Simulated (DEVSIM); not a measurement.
Structure: Schottky contact on n-type GaP, at 300 K.

Layer 1 from the left is GaP, thickness (μm) 0.400, Nd (cm⁻³) 1.6e15, τn (s) 1.4e-6, τp (s) 1.4e-6.

Left contact: Schottky, work function 5.22 eV, emission velocity 3.3e6 cm/s. Right contact: ohmic. Voltage is applied to the left contact. Recombination: SRH at mid-gap. Mobility is constant in doping.

The device is made up for the run: typed textbook-type constants, with dimensions and the other settings drawn at random. Values at 300 K.

GaP: gap (eV) 2.26, affinity (eV) 3.8, permittivity 11.1, Nc (cm⁻³) 1.8e19, Nv (cm⁻³) 1.9e19, μn (cm²/Vs) 250, μp (cm²/Vs) 150.

DEVSIM, 1D drift-diffusion, Boltzmann statistics, complete ionisation; no tunnelling, impact ionisation, image-force lowering or self-heating. Metal contacts follow the ideal Schottky-Mott rule: no Fermi-level pinning, no interface dipoles.

Dark forward current:

```tsv
|V| (V)	|J| (A/cm²)
0.25	1.434e-13
0.30	9.774e-13
0.35	6.653e-12
0.40	4.523e-11
0.45	3.069e-10
0.50	2.079e-9
0.55	1.406e-8
0.60	9.477e-8
0.65	6.371e-7
0.70	4.267e-6
0.75	2.845e-5
0.80	0.0001886
0.85	0.001241
0.90	0.008069
0.95	0.05155
1.00	0.3187
1.05	1.832
1.10	8.880
1.15	31.14
1.20	74.89
1.25	135.6
1.30	205.8
1.35	280.9
1.40	358.3
1.45	436.8
1.50	516.0
```

Q: Work out the local ideality factor n = ΔV / (kT/q · ln(J2/J1)) between the rows 0.25 and 0.30 V, 1.45 and 1.50 V.

A: kT/q = 25.85 mV. From 0.25 to 0.30 V: ln(9.774e-13/1.434e-13) = 1.919, n = 1.01, near the 1 of diffusion or emission over a barrier. From 1.45 to 1.50 V: ln(516.0/436.8) = 0.167, n = 11.61; the layers' resistance at their doping, Σ W/(qμN) = 0.00062 Ω cm², would take 49 mV of this step of 50 mV.

Q: Estimate the current at 0.60 V for emission alone, J0 = q v N_band exp(−φB/kT), and read the barrier back from the simulated current.

A: φB = 1.420 eV, N_band = 1.80e19 cm⁻³, J0 = 1.32e-17 A/cm²; J = J0 (exp(qV/kT) − 1) = 1.59e-7 A/cm². The simulation gives 9.48e-8 A/cm²; the estimate lies 68 % above. Read backwards, the simulated current gives an apparent barrier of 1.433 eV. The estimate leaves out transport through the depletion region and minority injection.
